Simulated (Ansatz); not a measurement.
This concerns the energy change on adding 2 H to slab B from H2 (gas). Reaction: cell B + H2 (gas) → cell A. Negative: the products are lower in energy.

Cell A: a slab of SiC (4H, P6₃mc) cut along (0001), 102 atoms, hexagonal cell of 9.28 Å (74.6 Å²), symmetry P1 within 0.02 Å, 11.9 Å thick under 16 Å of vacuum, in-plane vectors held at the crystal's; planes from bottom to top: H9 | C9 | Si9 | C9 | Si9 | C9 | Si9 | C10HSi9 | H10O9, its two faces unlike (dipole correction applied); added, foreign or displaced atoms, above the top plane and below the bottom plane and within the planes: CH bound through C to 1 C at 1.53 Å and 2 Si at 1.82 Å; nine times H bound to 1 C at 1.11 Å; two times OH bound through O to 1 Si at 1.67 Å; OH bound through O to 1 Si at 1.72 Å; four times OH bound through O to 1 Si at 1.66 Å; OH bound through O to 1 Si at 1.65 Å and others; against B it holds 2 H more, on a cell with nine atoms a plane; spin state with PBE: run without spin, k-point mesh 3×3×1.
```
CELL_PARAMETERS angstrom
      9.28236     0.00000     0.00000
     -4.64118     8.03876     0.00000
      0.00000     0.00000    28.01705
ATOMIC_POSITIONS crystal
  Si 0.10837 0.21652 0.61911
  C  0.99621 0.99430 0.59710
  Si 0.99895 0.99809 0.52900
  C  0.22058 0.11122 0.50569
  Si 0.22145 0.11089 0.43797
  C  0.99922 0.99819 0.41548
  Si 0.99954 0.99874 0.34781
  C  0.11084 0.22136 0.32665
  Si 0.07841 0.52400 0.63044
  C  0.99486 0.32599 0.59711
  Si 0.00088 0.33418 0.52922
  C  0.22325 0.44487 0.50639
  Si 0.22241 0.44404 0.43816
  C  0.00037 0.33341 0.41533
  Si 0.00013 0.33314 0.34770
  C  0.11110 0.55521 0.32637
  Si 0.11021 0.88568 0.61934
  C  0.99654 0.65866 0.59974
  Si 0.99940 0.66297 0.52993
  C  0.22077 0.77718 0.50472
  Si 0.22103 0.77760 0.43743
  C  0.99888 0.66559 0.41522
  Si 0.99937 0.66591 0.34758
  C  0.11079 0.88815 0.32627
  Si 0.43994 0.21841 0.61776
  C  0.33011 0.00571 0.59397
  Si 0.33188 0.00021 0.52693
  C  0.55525 0.11057 0.50519
  Si 0.55546 0.11079 0.43751
  C  0.33300 0.00005 0.41489
  Si 0.33320 0.99977 0.34735
  C  0.44455 0.22209 0.32625
  Si 0.44241 0.52716 0.63081
  C  0.32967 0.32733 0.59710
  Si 0.33295 0.33293 0.52936
  C  0.55436 0.44325 0.50641
  Si 0.55513 0.44391 0.43829
  C  0.33327 0.33305 0.41529
  Si 0.33336 0.33297 0.34767
  C  0.44445 0.55506 0.32631
  Si 0.45976 0.91840 0.61437
  C  0.30196 0.60953 0.63562
  Si 0.33937 0.67036 0.52557
  C  0.56013 0.77876 0.50434
  Si 0.55751 0.77777 0.43713
  C  0.33364 0.66659 0.41520
  Si 0.33338 0.66625 0.34755
  C  0.44449 0.88855 0.32622
  Si 0.77456 0.21770 0.61741
  C  0.67393 0.00433 0.59347
  Si 0.66914 0.00092 0.52668
  C  0.89165 0.11240 0.50563
  Si 0.89008 0.11129 0.43793
  C  0.66760 0.00036 0.41485
  Si 0.66705 0.99990 0.34730
  C  0.77806 0.22223 0.32625
  Si 0.77183 0.55397 0.61945
  C  0.66381 0.33150 0.59657
  Si 0.66527 0.33187 0.52866
  C  0.88814 0.44284 0.50647
  Si 0.88890 0.44387 0.43832
  C  0.66679 0.33333 0.41531
  Si 0.66678 0.33318 0.34760
  C  0.77774 0.55484 0.32597
  Si 0.77348 0.88612 0.61886
  C  0.65441 0.66131 0.59908
  Si 0.66237 0.66368 0.53009
  C  0.88692 0.77421 0.50764
  Si 0.88801 0.77592 0.43887
  C  0.66713 0.66544 0.41502
  Si 0.66698 0.66582 0.34742
  C  0.77777 0.88819 0.32621
  H  0.11043 0.22071 0.28717
  H  0.11083 0.55524 0.28689
  H  0.10990 0.88781 0.28680
  H  0.44508 0.22307 0.28678
  H  0.44441 0.55491 0.28683
  H  0.44421 0.88808 0.28674
  H  0.77867 0.22342 0.28678
  H  0.77777 0.55431 0.28651
  H  0.77845 0.88813 0.28674
  O  0.10756 0.21598 0.67880
  H  0.21838 0.27605 0.69324
  O  0.01476 0.50072 0.68904
  H  0.10970 0.54476 0.71039
  O  0.11750 0.88018 0.67832
  H  0.20261 0.98668 0.69146
  O  0.42581 0.19866 0.67725
  H  0.47188 0.12854 0.68769
  O  0.46395 0.50304 0.68839
  H  0.56548 0.50108 0.69734
  O  0.46819 0.93038 0.67426
  H  0.57232 0.94107 0.68655
  O  0.76611 0.20097 0.67647
  H  0.85675 0.29768 0.69266
  O  0.76636 0.55662 0.67869
  H  0.86049 0.55467 0.69409
  O  0.76374 0.88913 0.67810
  H  0.85989 0.98260 0.69306
  C  0.33471 0.71037 0.58970
  H  0.34392 0.68876 0.66757
  H  0.22622 0.72406 0.58343
```

Cell B: a slab of SiC (4H, P6₃mc) cut along (0001), 100 atoms, hexagonal cell of 9.28 Å (74.6 Å²), symmetry P1 within 0.02 Å, 11.8 Å thick under 16 Å of vacuum, in-plane vectors held at the crystal's; planes from bottom to top: H9 | C9 | Si9 | C9 | Si9 | Si9C9 | C9 | Si9C | H9O9, its two faces unlike (dipole correction applied); added, foreign or displaced atoms, above the top plane and below the bottom plane and within the planes: C bound to 1 C at 1.40 Å and 2 Si at 1.80–1.81 Å; nine times H bound to 1 C at 1.11 Å; three times OH bound through O to 1 Si at 1.67 Å; OH bound through O to 1 Si at 1.71 Å; two times OH bound through O to 1 Si at 1.65 Å; three times OH bound through O to 1 Si at 1.66 Å; spin state with PBE: parallel moments, net moment 2.0 μB a cell, k-point mesh 3×3×1.
```
CELL_PARAMETERS angstrom
      9.28236     0.00000     0.00000
     -4.64118     8.03876     0.00000
      0.00000     0.00000    27.85765
ATOMIC_POSITIONS crystal
  Si 0.10951 0.21662 0.62174
  C  0.99791 0.99440 0.59941
  Si 0.99886 0.99761 0.53093
  C  0.22106 0.11091 0.50778
  Si 0.22140 0.11056 0.43945
  C  0.99906 0.99812 0.41673
  Si 0.99924 0.99858 0.34863
  C  0.11041 0.22099 0.32722
  Si 0.08139 0.53066 0.63107
  C  0.99437 0.32542 0.59982
  Si 0.99973 0.33308 0.53124
  C  0.22155 0.44293 0.50777
  Si 0.22132 0.44265 0.43916
  C  0.99953 0.33264 0.41631
  Si 0.99947 0.33262 0.34830
  C  0.11051 0.55471 0.32680
  Si 0.11216 0.88476 0.62155
  C  0.00036 0.66058 0.60072
  Si 0.00049 0.66353 0.53139
  C  0.21899 0.77817 0.50542
  Si 0.22011 0.77774 0.43794
  C  0.99796 0.66506 0.41597
  Si 0.99865 0.66547 0.34800
  C  0.11031 0.88797 0.32678
  Si 0.44260 0.21512 0.62009
  C  0.33087 0.99915 0.59672
  Si 0.33190 0.99869 0.52905
  C  0.55491 0.11000 0.50689
  Si 0.55507 0.11034 0.43875
  C  0.33288 0.00021 0.41575
  Si 0.33290 0.99974 0.34785
  C  0.44421 0.22194 0.32667
  Si 0.44829 0.53009 0.63328
  C  0.33195 0.32565 0.60012
  Si 0.33328 0.33293 0.53156
  C  0.55409 0.44313 0.50805
  Si 0.55467 0.44370 0.43953
  C  0.33289 0.33247 0.41635
  Si 0.33292 0.33254 0.34833
  C  0.44395 0.55464 0.32681
  Si 0.45424 0.90525 0.61831
  C  0.30139 0.60460 0.63010
  Si 0.33473 0.66978 0.52461
  C  0.55894 0.77883 0.50550
  Si 0.55746 0.77796 0.43799
  C  0.33291 0.66597 0.41616
  Si 0.33279 0.66576 0.34809
  C  0.44401 0.88818 0.32669
  Si 0.77331 0.21602 0.61999
  C  0.67105 0.00084 0.59654
  Si 0.66769 0.99973 0.52894
  C  0.89043 0.11126 0.50759
  Si 0.88930 0.11071 0.43934
  C  0.66729 0.00036 0.41574
  Si 0.66669 0.99979 0.34784
  C  0.77754 0.22201 0.32667
  Si 0.77532 0.55362 0.62106
  C  0.66505 0.33077 0.59832
  Si 0.66539 0.33164 0.53017
  C  0.88831 0.44280 0.50798
  Si 0.88860 0.44356 0.43946
  C  0.66631 0.33301 0.41641
  Si 0.66630 0.33288 0.34827
  C  0.77705 0.55439 0.32634
  Si 0.77547 0.88599 0.62134
  C  0.65833 0.66139 0.60114
  Si 0.66182 0.66373 0.53172
  C  0.88647 0.77395 0.50914
  Si 0.88760 0.77570 0.44007
  C  0.66672 0.66511 0.41599
  Si 0.66655 0.66548 0.34802
  C  0.77751 0.88799 0.32680
  H  0.10995 0.22002 0.28751
  H  0.11021 0.55436 0.28709
  H  0.10925 0.88821 0.28708
  H  0.44512 0.22345 0.28697
  H  0.44392 0.55422 0.28711
  H  0.44373 0.88765 0.28698
  H  0.77814 0.22358 0.28697
  H  0.77645 0.55338 0.28666
  H  0.77885 0.88817 0.28710
  O  0.10656 0.21694 0.68169
  H  0.21584 0.27175 0.69704
  O  0.02626 0.50861 0.69036
  H  0.12581 0.56513 0.71008
  O  0.12056 0.88219 0.68087
  H  0.22192 0.97758 0.69343
  O  0.43430 0.19954 0.68002
  H  0.52051 0.17882 0.69290
  O  0.46804 0.51147 0.69143
  H  0.57297 0.51658 0.70061
  O  0.45435 0.90024 0.67786
  H  0.55218 0.89892 0.69071
  O  0.75979 0.20440 0.67976
  H  0.85524 0.29746 0.69572
  O  0.77066 0.55631 0.68075
  H  0.86816 0.56071 0.69609
  O  0.76597 0.88774 0.68098
  H  0.86274 0.97966 0.69631
  C  0.35053 0.70168 0.58838
```

Reference: an isolated H2 molecule (singlet) in a box of 11 × 11 × 13 Å.

Computed with Ansatz (plane waves, PAW), its default PAW set, cutoff 420 eV, 500 eV for r2SCAN. The structures are at rest with PBE, within the held lattices; other levels are single points on them. HSE06 runs on coarser k-point meshes, mended by the PBE difference between the two meshes. Neutral cells; Fermi-Dirac smearing of at most 0.05 eV in the solids, energies taken to zero width. The lattices are those relaxed with PBE, so at other levels the solids can be strained, which adds to the spread. Larger cells are relaxed from a start prepared with the learned potential CHGNet, on a coarser mesh till forces fall under 0.03 eV/Å, which some starts already meet. A dispersion term (D3(BJ), or D4 for r2SCAN) was computed beside these levels and is taken off wherever the name lacks it. Static lattices, no vibrational contributions. The structures are the rest points that the relaxations reached, not proven lowest. No search over spin orders was made beyond those shown. No correction for cell size.

Problem. What is the computed value (r2SCAN)?

Solution. -1.52 eV, for cell B + H2 (gas) → cell A.

Problem. What do the other levels give, and how wide is the spread?

Solution. 
| Level | value (eV) | less r2SCAN |
|---|---|---|
| PBE | -1.67 | -0.15 |
| HSE06 | -1.83 | -0.31 |

The levels shown span 0.31 eV, from HSE06 (-1.83) to r2SCAN (-1.52).

Ansatz is a program for electronic structure.
